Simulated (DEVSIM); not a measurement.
Device: abrupt Si n-p junction, at 300 K.

| layer (left to right) | material | thickness (μm) | Nd (cm⁻³) | Na (cm⁻³) | τn (s) | τp (s) |
|---|---|---|---|---|---|---|
| 1 | Si | 12.0 | 1.5e17 | - | 1.5e-5 | 1.5e-5 |
| 2 | Si | 180 | - | 9e13 | 1.5e-5 | 1.5e-5 |

Left contact: ohmic. Right contact: ohmic. Voltage is applied to the left contact. Recombination: SRH at mid-gap, radiative, Auger. Mobility is constant in doping.

This is a model device: material constants are rounded textbook-type values typed into the input, and sizes, dopings and lifetimes were drawn at random. Values at 300 K.

```csv
parameter,Si
gap (eV),1.124
affinity (eV),4.05
permittivity,11.7
Nc (cm⁻³),2.86e19
Nv (cm⁻³),3.1e19
μn (cm²/Vs),1417
μp (cm²/Vs),470
B (cm³/s),4.7e-15
Cn (cm⁶/s),2.8e-31
Cp (cm⁶/s),9.9e-32
```

DEVSIM, 1D drift-diffusion, Boltzmann statistics, complete ionisation; no tunnelling, impact ionisation, image-force lowering or self-heating.

**Question.** Tabulate band edges, carrier densities and field at zero bias.

**Answer.** Energies count from the Fermi level of the right contact; mesh points crowd at the junctions.

```csv
x (μm),Ec (eV),Ev (eV),n (cm⁻³),p (cm⁻³),field (V/cm)
0.000,0.136,-0.988,1.5e17,770,≈ 0
0.05425,0.136,-0.988,1.5e17,770,≈ 0
0.2412,0.136,-0.988,1.5e17,770,≈ 0
0.8385,0.136,-0.988,1.5e17,770,≈ 0
4.187,0.136,-0.988,1.5e17,770,≈ 0
9.459,0.136,-0.988,1.5e17,770,≈ 0
11.23,0.136,-0.988,1.5e17,770,≈ 0
11.86,0.136,-0.988,1.5e17,770,≈ 0
11.98,0.139,-0.985,1.3e17,880,3100
12.02,0.188,-0.936,2.0e16,5800,13000
12.11,0.258,-0.866,1.3e15,87000,5000
12.63,0.442,-0.682,1.1e12,1.1e8,3000
14.11,0.737,-0.387,1.2e7,9.7e12,980
18.96,0.794,-0.330,1300000,9.0e13,≈ 0
47.70,0.794,-0.330,1300000,9.0e13,≈ 0
121.5,0.794,-0.330,1300000,9.0e13,≈ 0
170.4,0.794,-0.330,1300000,9.0e13,≈ 0
185.7,0.794,-0.330,1300000,9.0e13,≈ 0
190.7,0.794,-0.330,1300000,9.0e13,≈ 0
191.6,0.794,-0.330,1300000,9.0e13,≈ 0
191.9,0.794,-0.330,1300000,9.0e13,≈ 0
192.0,0.794,-0.330,1300000,9.0e13,≈ 0
```
